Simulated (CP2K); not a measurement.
Parameter sweep on CaP2H6O7 (P-1, 32 atoms in the cell)

```yaml
crystal:
  lattice:
    - [6.89292, 0.00000, 0.00000]
    - [0.71785, 7.11154, 0.00000]
    - [0.74461, 3.03785, 7.61751]
  atoms:
    - { symbol: Ca, position: [0.64084, 0.13039, 0.26545] }
    - { symbol: Ca, position: [0.35916, 0.86961, 0.73455] }
    - { symbol: P, position: [0.18703, 0.03862, 0.28239] }
    - { symbol: P, position: [0.81297, 0.96138, 0.71761] }
    - { symbol: P, position: [0.74489, 0.59192, 0.31997] }
    - { symbol: P, position: [0.25511, 0.40808, 0.68003] }
    - { symbol: O, position: [0.69560, 0.31840, 0.95404] }
    - { symbol: O, position: [0.30440, 0.68160, 0.04596] }
    - { symbol: O, position: [0.33483, 0.11869, 0.11305] }
    - { symbol: O, position: [0.66517, 0.88131, 0.88695] }
    - { symbol: O, position: [0.98973, 0.16313, 0.25713] }
    - { symbol: O, position: [0.01027, 0.83687, 0.74287] }
    - { symbol: O, position: [0.31007, 0.03994, 0.42806] }
    - { symbol: O, position: [0.68993, 0.96006, 0.57194] }
    - { symbol: O, position: [0.60355, 0.45708, 0.28996] }
    - { symbol: O, position: [0.39645, 0.54292, 0.71004] }
    - { symbol: O, position: [0.96621, 0.52289, 0.27500] }
    - { symbol: O, position: [0.03379, 0.47711, 0.72500] }
    - { symbol: O, position: [0.71334, 0.82143, 0.21515] }
    - { symbol: O, position: [0.28666, 0.17857, 0.78485] }
    - { symbol: H, position: [0.15500, 0.85800, 0.30800] }
    - { symbol: H, position: [0.84500, 0.14200, 0.69200] }
    - { symbol: H, position: [0.73800, 0.56500, 0.48300] }
    - { symbol: H, position: [0.26200, 0.43500, 0.51700] }
    - { symbol: H, position: [0.30800, 0.12700, 0.00900] }
    - { symbol: H, position: [0.69200, 0.87300, 0.99100] }
    - { symbol: H, position: [0.97200, 0.39300, 0.26400] }
    - { symbol: H, position: [0.02800, 0.60700, 0.73600] }
    - { symbol: H, position: [0.60200, 0.38400, 0.88600] }
    - { symbol: H, position: [0.39800, 0.61600, 0.11400] }
    - { symbol: H, position: [0.80500, 0.34900, 0.90000] }
    - { symbol: H, position: [0.19500, 0.65100, 0.10000] }
```

Base run A: PBEsol, GPW, DZVP-MOLOPT-SR-GTH basis, GTH-PBE potentials (GTH_POTENTIALS) in CP2K, self-consistent single point.

Its settings: CUTOFF = 500 Ry; REL_CUTOFF = 40 Ry; SMEAR/METHOD = FERMI_DIRAC; ELECTRONIC_TEMPERATURE = 1160.45 K; KPOINTS/SCHEME = MONKHORST-PACK 3 3 3; XC_FUNCTIONAL = PBE:PBESOL; Ca/BASIS_SET = DZVP-MOLOPT-SR-GTH-q10; Ca/POTENTIAL = GTH-PBE-q10; P/BASIS_SET = DZVP-MOLOPT-SR-GTH-q5; P/POTENTIAL = GTH-PBE-q5; O/BASIS_SET = DZVP-MOLOPT-SR-GTH-q6; O/POTENTIAL = GTH-PBE-q6; H/BASIS_SET = DZVP-MOLOPT-SR-GTH-q1; H/POTENTIAL = GTH-PBE-q1; METHOD = GPW; EPS_DEFAULT = 1e-11; NGRIDS = 5; SCF_GUESS = ATOMIC; EPS_SCF = 1e-06; MAX_SCF = 100.

The starting cell comes from a database of published, mostly measured structures (it also holds non-ambient and calculated ones), without a prior relaxation at this level. Its lattice was rescaled by a random factor within 2.5 % of one. Values carry the incompleteness of an atom-centred basis. The potentials were made for another functional than the one used. In the base run, with a pressure of about 8 GPa the cell is away from its equilibrium volume at this level. In the base run, forces exceed 1 eV/Å.

A dash stands where there is no value to compare (another energy zero or no entropy term, no result, no spin, no clean gap, or a mesh too coarse for one). Total energies depend on the potentials, the functional and any Hubbard or dispersion term, so they are compared only between runs that share all of them.

Run A gave: pressure (GPa) 8.07; largest force (eV/Å) 10.415; gap on the mesh (eV) 6.493.

Runs:
- B: PAIR_POTENTIAL/TYPE: default → DFTD3; REFERENCE_FUNCTIONAL: default → PBEsol; R_CUTOFF: default → 15 angstrom [PBEsol-D3(0)]
- C: PAIR_POTENTIAL/TYPE: default → DFTD3(BJ); REFERENCE_FUNCTIONAL: default → PBEsol; R_CUTOFF: default → 15 angstrom [PBEsol-D3(BJ)]
- D: PAIR_POTENTIAL/TYPE: default → DFTD3(BJ); REFERENCE_FUNCTIONAL: default → PBEsol; R_CUTOFF: default → 15 angstrom; CALCULATE_C9_TERM: default → T [PBEsol-D3(BJ)+ATM]

Question: What does run C change against A?

Answer: The pressure goes from 8.07 to 7.07 GPa, the largest force hardly changes (10.415 to 10.413 eV/Å) and the gap on the mesh stays at 6.493 eV.

Question: What does run B change against A?

Answer: The pressure goes from 8.07 to 7.28 GPa, the largest force moves little (10.415 to 10.411 eV/Å) and the gap on the mesh stays at 6.493 eV.

Question: What does run D change against A?

Answer: The pressure goes from 8.07 to 7.18 GPa, the largest force hardly changes (10.415 to 10.413 eV/Å) and the gap on the mesh stays at 6.493 eV.

```json
[
 {"run": "A", "pressure (GPa)": "8.07", "largest force (eV/Å)": "10.415", "gap on the mesh (eV)": "6.493", "dispersion energy (eV/atom)": "–"},
 {"run": "B", "pressure (GPa)": "7.28", "largest force (eV/Å)": "10.411", "gap on the mesh (eV)": "6.493", "dispersion energy (eV/atom)": "-0.058"},
 {"run": "C", "pressure (GPa)": "7.07", "largest force (eV/Å)": "10.413", "gap on the mesh (eV)": "6.493", "dispersion energy (eV/atom)": "-0.070"},
 {"run": "D", "pressure (GPa)": "7.18", "largest force (eV/Å)": "10.413", "gap on the mesh (eV)": "6.493", "dispersion energy (eV/atom)": "-0.066"}
]
```

Left out of this page: 1 run of the series held back from this collection.
